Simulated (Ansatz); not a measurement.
Consider GaAs in the wurtzite structure (space group P6_3mc, No. 186; a = 3.9877 Å, c = 6.5760 Å; a cell from a computed database, its experimental status unchecked).

Levels (all Ansatz, a quantum-chemistry and plane-wave program, PAW): PBEsol (420 eV, without spin-orbit coupling); HSE06 (420 eV, without spin-orbit coupling).

Its gap is 0.43 eV with PBEsol and 1.39 eV with HSE06.

One thing is altered: full substitution As → P, then cell and atoms are relaxed.

With PBEsol the gap becomes 1.29 eV.

Q: If the HSE06 correction stayed the same, what would the HSE06 gap be, and what does the HSE06 run give?

A: A rigid correction of +0.96 eV gives 2.25 eV. The HSE06 run gives 2.19 eV, so the correction itself changes by -0.06 eV.

Single points use the geometry relaxed with PBEsol. Stability against distortions was not tested. For GaP in this form, whether it has been made was not checked. This is not the structure that GaP has at room temperature and ambient pressure. This is not the structure that GaAs has at room temperature and ambient pressure.
